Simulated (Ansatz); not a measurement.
Here is the system:

End structure of a constructed model of the (111) surface of fcc Au, (√3x√3)R30° surface alloy, Si on one Au site of the top plane (bottom of the slab: a bare face, its two planes held):

```xyz
18
Lattice="4.4094 2.5458 0.0000 -4.4094 2.5458 0.0000 0.0000 0.0000 28.0000" Properties=species:S:1:pos:R:3 pbc="T T T"
Au    -2.9396     1.6972     8.0246
Au     0.0000     1.6972     8.0246
Au     2.9396     1.6972     8.0246
Au    -1.4698     0.8486    10.4247
Au     1.4698     0.8486    10.4247
Au     0.0000     3.3943    10.4247
Au     0.0000     0.0000    12.8285
Au    -1.4698     2.5458    12.8116
Au     1.4698     2.5458    12.8116
Au    -2.9281     1.6905    15.2165
Au     0.0000     1.7105    15.2165
Au     2.9281     1.6905    15.2165
Au    -1.4516     0.8381    17.6324
Au     1.4516     0.8381    17.6324
Au     0.0000     3.4154    17.6324
Si     0.0000     0.0000    19.7970
Au    -1.4698     2.5458    20.0698
Au     1.4698     2.5458    20.0698
```

Slab: 18 atoms, 12.0 Å thick at the start; k 9x9x1, smearing 0.1 eV, dipole-corrected; 6 atoms held, the rest relaxed; start symmetry kept, larger cells not searched; no spin, no spin-orbit, no U. It is one candidate, not shown to be the stable structure of the face.

**Question.** What is the computed work function of the top face (PBE in Ansatz, an electronic-structure program)?

**Answer.** 5.07 eV
